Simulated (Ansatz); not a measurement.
For spinel Na₂MoO₄, PBEsol (Ansatz, a first-principles code, PAW) gives:

- lattice parameter a = 9.087 Å
- enthalpy of formation = -2.083 eV/atom

What does r²SCAN+rVV10 (plane waves, PAW; Ansatz) give for the same quantities?


- lattice constant a: 9.016 Å (drops by 0.8 %)
- formation enthalpy: -2.261 eV/atom (moves by -0.178 eV/atom)

For comparison: lattice constant a 9.109 Å (measured, 298 K, copied from a table, unchecked, no zero-point or thermal correction; as tabulated in Acta Crystallographica Section E 71, 592 (2015)).

Changes are worked out from the printed values.

Unless a cell is named, each level is at its own relaxed cell (PBEsol 13.40, r²SCAN+rVV10 13.09 Å³/atom).

Ansatz's density-functional and Hartree–Fock values are scalar-relativistic unless marked +SOC, with PAW data made under PBE.
